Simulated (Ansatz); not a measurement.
Take LiNbO₃ (space group R3c, No. 161; a = 5.067 Å, c = 13.687 Å (hexagonal axes)) as the base.

Calculations: LDA/PAW in Ansatz (a quantum-chemistry and plane-wave program), without spin-orbit coupling.

Before the change:

c/a ratio: 2.701
Volume per atom: 10.15 Å³

It is then changed as follows: cell and atoms relaxed at a pressure of 5 GPa.

### Question
Predict the new c/a ratio.

### Answer
The c/a ratio rises by 0.009 (2.701 → 2.710).

### Question
Estimate the effect on the volume per atom.

### Answer
The volume per atom falls by 0.362 Å³ (10.15 Å³ → 9.78 Å³).

Load acts through the strain it causes; cell and atoms are relaxed under it. Whether these cells are dynamically stable was not tested. No other phases were tried under pressure.
